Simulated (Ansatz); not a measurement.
# Short convergence ladders for a (111) slab of CrW (cut from a parent of space group no. 65; 10 atoms in the cell)

```
CrW
1.0
    2.68529     0.00000     0.00000
    1.75860     4.93181     0.00000
    0.00000     0.00000    22.66542
Cr W
5 5
Cartesian
  1.85338   4.71175   7.00001
  2.78007   3.42378   9.16630
  1.02147   2.13581  11.33271
  1.94816   0.84784  13.49911
  1.94816   4.49168  15.66541
  0.97408   2.24584   7.00001
  1.90077   0.95787   9.16630
  1.90077   4.60171  11.33271
  2.82746   3.31374  13.49911
  1.06887   2.02578  15.66541
```

Base method: PBEsol, default PAW files made with PBE (plane waves; Ansatz, a program for electronic structure).

Base settings: basis.ecutwfc = 420 eV; kpoints.mp_grid.grid = 6 3 1; hamiltonian.xc = pbesol; hamiltonian.pseudopotentials = {kind: paw} (the program's default PAW files); scf.occupations.method = gaussian; scf.occupations.width = 0.1 eV.

The count of work is k-points × plane waves × bands × iterations; it is no time. Core times come from one kind of shared machine, to one figure; runs under 30 s give none.

**The vacuum**

The mesh stays at the base's, so the ladder's end is converged at best in this setting alone.

Only quantities that move along the ladder and can be compared are tabulated.

```tsv
vacuum between outermost atoms (Å)	free energy less the last step's (meV/atom)	largest difference of a force vector from the last step's (eV/Å)	count of work / last
3.0	-255.62	1.902	0.27
4.0	-81.55	0.778	0.29
5.0	-21.79	0.225	0.32
6.0	-4.49	0.061	0.34
7.0	-0.88	0.022	0.41
8.0	-0.21	0.008	0.43
10.0	-0.01	0.001	0.48
12.0	0.01	0.000	0.53
14.0	0.01	0.000	0.59
17.0	0.01	0.000	0.66
20.0	0.00	0.000	0.74
25.0	0.01	0.000	0.87
30.0	0.00	0.000	1.0
```

Smallest vacuum between outermost atoms (Å) that holds the free energy within 1 meV/atom of the last step, with all finer ones: 7.0, at 0.41 of the last step's count of work; the step before is off by 4.5 meV/atom.

Smallest vacuum between outermost atoms (Å) that holds the forces within 0.005 eV/Å of the last step, with all finer ones: 10.0; the step before is off by 0.008 eV/Å.

**The k-point mesh**

Only quantities that move along the ladder and can be compared are tabulated.

| kpoints.mp_grid.grid | free energy less the last step's (meV/atom) | largest difference of a force vector from the last step's (eV/Å) | count of work / last | core time / last (rough) |
|---|---|---|---|---|
| 3 2 1 | 52.48 | 0.223 | 0.016 | – |
| 4 2 1 | 18.60 | 0.363 | 0.028 | – |
| 4 3 1 | 7.96 | 0.251 | 0.028 | – |
| 5 3 1 | -8.13 | 0.048 | 0.032 | – |
| 6 3 1 | -7.56 | 0.096 | 0.039 | – |
| 7 4 1 | 3.25 | 0.045 | 0.065 | – |
| 8 4 1 | 3.49 | 0.068 | 0.078 | 0.06 |
| 9 5 1 | 0.58 | 0.054 | 0.082 | 0.08 |
| 11 6 1 | -0.62 | 0.028 | 0.13 | 0.1 |
| 13 7 1 | 0.02 | 0.020 | 0.18 | 0.1 |
| 15 8 1 | 0.43 | 0.014 | 0.24 | 0.2 |
| 18 9 1 | 0.45 | 0.009 | 0.32 | 0.3 |
| 21 11 1 | 0.40 | 0.006 | 0.46 | 0.3 |
| 24 13 1 | -0.04 | 0.002 | 0.62 | 0.5 |
| 28 15 1 | 0.00 | 0.000 | 1.0 | 1 |

Coarsest kpoints.mp_grid.grid that holds the forces within 0.005 eV/Å of the last step, with all finer ones: 24 13 1; the step before is off by 0.006 eV/Å.

Coarsest kpoints.mp_grid.grid that holds the free energy within 1 meV/atom of the last step, with all finer ones: 9 5 1, at 0.082 of the last step's count of work and about 0.08 of the last step's time; the step before is off by 3.5 meV/atom.

Two neighbours can agree and both be off: 5 3 1 and 6 3 1 differ by 0.58 meV/atom in the free energy, yet lie about 7.6 meV/atom from the last step.

**The plane-wave cutoff**

The mesh stays at the base's, so the ladder's end is converged at best in this setting alone.

Only quantities that move along the ladder and can be compared are tabulated.

| basis.ecutwfc | free energy less the last step's (meV/atom) | largest difference of a force vector from the last step's (eV/Å) | count of work / last |
|---|---|---|---|
| 210 eV | 4466.46 | 0.462 | 0.16 |
| 250 eV | 1078.22 | 0.059 | 0.18 |
| 295 eV | 188.02 | 0.072 | 0.21 |
| 355 eV | 12.34 | 0.002 | 0.25 |
| 420 eV | 1.57 | 0.001 | 0.36 |
| 505 eV | 0.55 | 0.000 | 0.46 |
| 630 eV | 0.13 | 0.000 | 0.65 |
| 840 eV | 0.00 | 0.000 | 1.0 |

Coarsest basis.ecutwfc that holds the free energy within 5 meV/atom of the last step, with all finer ones: 420 eV, at 0.36 of the last step's count of work; the step before is off by 12 meV/atom.

Coarsest basis.ecutwfc that holds the forces within 0.02 eV/Å of the last step, with all finer ones: 355 eV, at 0.25 of the last step's count of work; the step before is off by 0.072 eV/Å.

On the base run: the starting cell comes from a database of computed structures (which also holds hypothetical and non-ambient phases and stackings), without a prior relaxation at this level. The slab is cut from that crystal, and its faces are unrelaxed. Its lattice was rescaled by up to half a per cent. Spin polarisation is off. In the base run, forces exceed 1 eV/Å. Without a gap this mesh is coarse (it stands for a supercell whose shortest in-plane vector is 16 Å).

Left out of this page: 1 run of the series outside the window shown, repeating another row's setting, or not comparable; 1 run of the series stopped by limits of time or memory.

Keys are those of Ansatz 0.2.
